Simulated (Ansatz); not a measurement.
**Short convergence ladders for TiTe2 (P3m1, 3 atoms in the cell)**

```
CELL_PARAMETERS angstrom
      3.83568     0.00000     0.00000
     -1.91784     3.32180     0.00000
      0.00000     0.00000     6.73841
ATOMIC_POSITIONS crystal
  Ti 0.00000 0.00000 0.00742
  Te 0.66667 0.33333 0.74983
  Te 0.33333 0.66667 0.25017
```

Base method: LDA (PW92), default PAW files made with PBE (plane waves; Ansatz, an electronic-structure program).

Base settings: basis.ecutwfc = 420 eV; kpoints.mp_grid.grid = 8 8 4; hamiltonian.xc = lda; hamiltonian.pseudopotentials = {kind: paw} (the program's default PAW files); scf.occupations.method = fermi_dirac; scf.occupations.width = 0.1 eV.

The count of work is k-points × plane waves × bands × iterations; it is no time. Core times come from one kind of shared machine, to one figure; runs under 30 s give none.

**The cutoff for other potential files**

Level: DFT, LDA (PW92), plane waves, harder PAW files (source: ansatz) made with PBE.

In this ladder: hamiltonian.pseudopotentials = {kind: paw, source: ansatz}.

The second cell is the first with its lattice scaled by 0.98.

The mesh stays at the base's, so the ladder's end is converged at best in this setting alone.

The first pressure column holds Ansatz's estimate of the finite-basis (Pulay) stress, which hides part of the cutoff error; the other is without it.

Only quantities that move along the ladder and can be compared are tabulated.

```csv
basis.ecutwfc,free energy less the last step's (meV/atom),energy of the compressed cell less the first (meV/atom),pressure (GPa),pressure without the Pulay estimate (GPa),largest difference of a force vector from the last step's (eV/Å),count of work / last
335 eV,6643.55,-44.68,-6.51,-188.27,0.197,0.12
405 eV,1286.39,-38.17,-4.76,-54.25,0.022,0.14
520 eV,42.50,-35.28,-4.95,-7.80,0.004,0.21
630 eV,1.42,-35.14,-4.94,-4.98,0.000,0.28
740 eV,0.80,-35.13,-4.94,-4.94,0.000,0.36
890 eV,0.55,-35.13,-4.94,-4.95,0.000,0.47
1110 eV,0.15,-35.13,-4.94,-4.94,0.000,0.66
1480 eV,0.00,-35.13,-4.94,-4.94,0.000,1.0
```

Coarsest basis.ecutwfc that holds the pressure without the Pulay estimate within 0.1 GPa of the last step, with all finer ones: 630 eV, at 0.28 of the last step's count of work; the step before is off by 2.9 GPa.

Coarsest basis.ecutwfc that holds the pressure within 0.2 GPa of the last step, with all finer ones: 405 eV, at 0.14 of the last step's count of work; the step before is off by 1.6 GPa.

Coarsest basis.ecutwfc that holds the energy of the compressed cell less the first within 2 meV/atom of the last step, with all finer ones: 520 eV, at 0.21 of the last step's count of work; the step before is off by 3.0 meV/atom.

The energy difference between the two cells stays within 1 meV/atom of the last step's from 520 eV on, the total only from 740 eV on: much of the error is common to both cells and cancels.

At the lowest cutoff the pressure without the Pulay estimate lies 183 GPa under the last step's, the usual sign of Pulay stress in an incomplete plane-wave basis.

**The relaxed cell against the cutoff**

On TiTe₂ (P-3m1, 3 atoms in the cell): atoms on their sites.

In this ladder: relax = cell and atoms.

The mesh stays at the base's, so the ladder's end is converged at best in this setting alone.

Only quantities that move along the ladder and can be compared are tabulated.

```tsv
basis.ecutwfc	relaxed volume (Å³/atom)	relaxation steps	core time / last (rough)
250 eV	24.657	68	2
295 eV	24.673	22	0.8
355 eV	24.621	9	0.4
420 eV	24.625	7	–
505 eV	24.612	7	0.6
630 eV	24.613	7	0.8
840 eV	24.612	7	1
```

Coarsest basis.ecutwfc that holds the relaxed volume within 0.049 Å³/atom of the last step, with all finer ones: 355 eV, at about 0.4 of the last step's time; the step before is off by 0.061 Å³/atom.

On the base run: the starting cell comes from a database of computed structures (which also holds hypothetical and non-ambient phases and stackings), without a prior relaxation at this level. Its lattice was rescaled by up to half a per cent. One atom was moved a little off its site on purpose. Spin polarisation is off, so a magnetic state, if there is one, cannot be reached.

Left out of this page: 1 run of the series failed or unconverged.

Keys are those of Ansatz 0.2.
